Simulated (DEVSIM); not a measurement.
System: Si n-i-p diode, at 300 K.

| layer (left to right) | material | thickness (μm) | Nd (cm⁻³) | Na (cm⁻³) | τn (s) | τp (s) |
|---|---|---|---|---|---|---|
| 1 | Si | 0.130 | 1.4e17 | - | 0.0004 | 0.0004 |
| 2 | Si | 8.30 | - | 1.9e11 | 0.0004 | 0.0004 |
| 3 | Si | 2.30 | - | 1.4e17 | 0.0004 | 0.0004 |

Left contact: ohmic. Right contact: ohmic. Voltage is applied to the left contact. Recombination: SRH at mid-gap, radiative, Auger. Mobility is constant in doping.

The device is made up for the run: typed textbook-type constants, with dimensions and the other settings drawn at random. Values at 300 K.

| parameter | Si |
|---|---|
| gap (eV) | 1.124 |
| affinity (eV) | 4.05 |
| permittivity | 11.7 |
| Nc (cm⁻³) | 2.86e19 |
| Nv (cm⁻³) | 3.1e19 |
| μn (cm²/Vs) | 1417 |
| μp (cm²/Vs) | 470 |
| B (cm³/s) | 4.7e-15 |
| Cn (cm⁶/s) | 2.8e-31 |
| Cp (cm⁶/s) | 9.9e-32 |

DEVSIM, 1D drift-diffusion, Boltzmann statistics, complete ionisation; no tunnelling, impact ionisation, image-force lowering or self-heating.

The doping Na of layer 3 was swept, all else fixed.

```tsv
doping Na of layer 3 (cm^-3)	dark forward voltage at 100 A/cm² (V)	potential step across the device at zero bias (V)	dark forward voltage at 1 A/cm² (V)
4.2e15	0.742	0.756	0.548
1.4e16	0.738	0.787	0.569
4.2e16	0.742	0.816	0.584
1.4e17	0.750	0.847	0.593
4.2e17	0.758	0.875	0.597
1.4e18	0.764	0.906	0.599
4.2e18	0.767	0.935	0.599
```

From the first row to the last the dark forward voltage at 100 A/cm² goes from 0.742 to 0.767. From the first row to the last the potential step across the device at zero bias goes from 0.756 to 0.935.
